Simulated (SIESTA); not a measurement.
A self-consistent single point of Re (P6_3/mmc, 4 atoms in the cell) with SIESTA.

Level of theory: GGA PBE, numerical atomic orbitals TZP, PseudoDojo PBE standard norm-conserving potentials (rewritten from UPF to PSML) (SIESTA 5.4.2).

The change in words: lattice scaled by 0.98. Reference geometry:
```yaml
crystal:
  lattice:
    - [2.76833, 0.00000, 0.00000]
    - [-1.38416, 2.39744, 0.00000]
    - [0.00000, 0.00000, 8.94511]
  atoms:
    - { symbol: Re, position: [0.00000, 0.00000, 0.00000] }
    - { symbol: Re, position: [0.00000, 0.00000, 0.50000] }
    - { symbol: Re, position: [0.33333, 0.66667, 0.25000] }
    - { symbol: Re, position: [0.66667, 0.33333, 0.75000] }
```

Reference input (self-consistent single point, DFT, GGA PBE, numerical atomic orbitals TZP, PseudoDojo PBE standard norm-conserving potentials (rewritten from UPF to PSML)): XC.functional = GGA; XC.authors = PBE; potentials = PseudoDojo PBE standard; PAO.BasisSize = TZP; PAO.EnergyShift = 0.01 Ry; MeshCutoff = 400 Ry; kgrid.MonkhorstPack = 11 11 3; OccupationFunction = FD; ElectronicTemperature = 0.05 eV; MaxSCFIterations = 150; SCF.Mixer.Method = Pulay; SCF.Mixer.Weight = 0.25. This run's input differs from it in these lines:

```diff
@@ -11,5 +11,5 @@
 %block LatticeVectors
-     5.231377964    0.000000000    0.000000000
-    -2.615688982    4.530506890    0.000000000
-     0.000000000    0.000000000   16.903802385
+     5.126749497    0.000000000    0.000000000
+    -2.563375694    4.439896412    0.000000000
+     0.000000000    0.000000000   16.565726602
 %endblock LatticeVectors
@@ -18,5 +18,5 @@
      0.000000000    0.000000000    0.000000000  1
-     0.000000000    0.000000000    4.472553500  1
-    -0.000001384    1.598294799    2.236276750  1
-     1.384164384    0.799146201    6.708830250  1
+     0.000000000    0.000000000    4.383102500  1
+    -0.000001690    1.566328783    2.191551250  1
+     1.356480690    0.783163217    6.574653750  1
 %endblock AtomicCoordinatesAndAtomicSpecies
```

Output, abridged:

```
        iscf     Eharris(eV)        E_KS(eV)     FreeEng(eV)     dDmax    Ef(eV) dHmax(eV)
   scf:    1    -9424.698306    -9440.270876    -9440.295300  1.888539 -1.535938  5.954869
   scf:    2    -9444.171418    -9442.329647    -9442.352523  0.215058 -1.960162  3.664856
   scf:    3    -9443.983351    -9443.390311    -9443.412541  0.269109 -2.584297  0.625419
   scf:    4    -9443.428564    -9443.424226    -9443.446822  0.015720 -2.601779  0.023239
   scf:    5    -9443.424484    -9443.424388    -9443.447182  0.003242 -2.604750  0.021954
   scf:    6    -9443.424348    -9443.424370    -9443.447216  0.002291 -2.609280  0.004187
   scf:    7    -9443.424379    -9443.424375    -9443.447216  0.000325 -2.610253  0.004908
   scf:    8    -9443.424381    -9443.424378    -9443.447217  0.000164 -2.610748  0.000920
   scf:    9    -9443.424380    -9443.424379    -9443.447217  0.000037 -2.610867  0.000695
SCF Convergence by DM+H criterion
max |DM_out - DM_in|         :     0.0000374400
max |H_out - H_in|      (eV) :     0.0006948684
SCF cycle converged after 9 iterations

Using DM_out to compute the final energy and forces

siesta: E_KS(eV) =            -9443.4244

siesta: E_KS - E_eggbox =     -9443.4244

siesta: Atomic forces (eV/Ang):
     1    0.000000   -0.000000    0.000053
     2    0.000000   -0.000000   -0.000053
     3   -0.000030    0.000014   -0.000096
     4    0.000030   -0.000014    0.000096
   Tot    0.000000    0.000000   -0.000000
   Max    0.000096
   Res    0.000047    sqrt( Sum f_i^2 / 3N )
   Max    0.000096    constrained

Stress tensor Voigt[x,y,z,yz,xz,xy] (kbar):     -254.83     -254.74     -264.27       -0.00        0.00        0.07
(Free)E + p*V (eV/cell)    -9434.4512
   [... lines left out ...]
siesta: FreeEng =     -9443.447217
   [... lines left out ...]
siesta:    -0.159051    0.000046    0.000000
siesta:     0.000046   -0.158997   -0.000000
siesta:     0.000000   -0.000000   -0.164947

siesta: Cell volume =         55.876452 Ang**3

siesta: Pressure (static):
siesta:                Solid            Molecule  Units
siesta:           0.00175349          0.00175348  Ry/Bohr**3
siesta:           0.16099820          0.16099678  eV/Ang**3
siesta:         257.94754912        257.94527547  kBar
```

The run converged in 9 iterations. Against the reference run the free energy goes up by 63.2 meV/atom and the pressure goes from -1.60 to 25.79 GPa.

The starting cell comes from a database of computed structures (which also holds hypothetical and non-ambient phases and stackings), without a prior relaxation at this level. Its lattice was rescaled by a random factor within 2.5 % of one. For this run, on top of that: lattice scaled by 0.98. Spin polarisation is off. Values carry the incompleteness of an atom-centred basis. With a pressure of about 26 GPa the cell is away from its equilibrium volume at this level.

Cost on one core of a shared machine: roughly 40 s.
